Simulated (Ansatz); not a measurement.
## MnSi: pressure series

Base system: MnSi (space group P2_13, No. 198; a = 4.518 Å; ferromagnetic).

Cell and atoms are relaxed at each pressure.

The values are results of PBE, PAW, 420 eV (Ansatz, an electronic-structure program; without spin-orbit coupling), not measurements.

| P (GPa) | V (Å³/atom) |
|---|---|
| -2.00 | 11.639 |
| -1.00 | 11.581 |
| 0.90 | 11.475 |
| 2.10 | 11.411 |
| 4.51 | 11.286 |
| 8.99 | 11.070 |
| 14.99 | 10.811 |
| 22.49 | 10.524 |
| 29.99 | 10.272 |

A third-order Birch–Murnaghan fit to these points gives V₀ = 11.53 Å³/atom, B₀ = 205 GPa and B₀′ = 4.1. At pressure 30 GPa the volume is 89.1 % of V₀.

Other magnetic orders, which the real material may have, were not ruled out. Load acts through the strain it causes; cell and atoms are relaxed under it. Whether these cells are dynamically stable was not tested. No other phases were tried under pressure.
